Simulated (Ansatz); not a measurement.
**BaTiO3: response to strain**

The parent structure is BaTiO3 in the cubic perovskite structure (space group Pm-3m, No. 221; a = 4.019 Å).

Strains are applied to the cell and any free atomic positions relax.

Computed with PBE, PAW, 420 eV (Ansatz, an electronic-structure program; no spin-orbit coupling).

Notes on the quantities. energy relative to the base: free energy F.

```
case                      energy relative to the base  band gap   pressure  shortest interatomic distance  width of the top valence band
------------------------  ---------------------------  --------  ---------  -----------------------------  -----------------------------
base                                       0 meV/atom   1.78 eV   0.00 GPa                     3.798 bohr                        0.95 eV
isotropic strain −3.00 %                 +60 meV/atom   1.98 eV  18.29 GPa                     3.684 bohr                        1.00 eV
isotropic strain −2.40 %                 +37 meV/atom   1.94 eV  13.99 GPa                     3.706 bohr                        0.98 eV
isotropic strain −1.80 %                 +21 meV/atom       [?]  10.04 GPa                     3.729 bohr                        0.97 eV
isotropic strain −1.20 %                +9.0 meV/atom   1.86 eV   6.40 GPa                     3.752 bohr                        0.96 eV
isotropic strain −0.60 %                          [?]   1.82 eV        [?]                     3.775 bohr                        0.96 eV
```

### Question
What belongs in the blanks?

### Answer

- isotropic strain −1.80 %, band gap: 1.90 eV
- isotropic strain −0.60 %, energy relative to the base: +2.1 meV/atom
- isotropic strain −0.60 %, pressure: 3.07 GPa

No phonon test of stability was made. All final runs are without spin polarisation. Many cubic perovskites are stable only at high temperature; tilts and polar distortions were not tested. This is not the structure that BaTiO3 has at room temperature and ambient pressure.
